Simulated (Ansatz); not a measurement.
Here is the system:

```xyz
2
Lattice="0.0000 2.9942 2.9942 2.9942 0.0000 2.9942 2.9942 2.9942 0.0000" Properties=species:S:1:pos:R:3 pbc="T T T"
Ga     0.0000     0.0000     0.0000
Sb     1.4971     1.4971     1.4971
```

Calculation: r2SCAN with spin-orbit coupling, rigid bands (plane waves, PAW; Ansatz, a quantum-chemistry and plane-wave program). Condition of this run: hydrostatic pressure of 3.6 GPa (compression positive) (the target of the relaxation). How the cell was made: cell and atoms relaxed with PBEsol, then loaded as said.

Task: Predict the hole conductivity mass (n e² τ/σ) at 300 K, by direction if it differs.

Result: 0.25 mₑ.

Task: What conductivity effective mass do dilute electrons have at 300 K?

Result: 0.150 mₑ.

Task: And the band gap?

Result: 0.63 eV at this level; semilocal functionals usually fall short of the measured gap.

Rigid bands, one relaxation time for all states, no polarons. Geometry: cell and atoms relaxed with PBEsol.
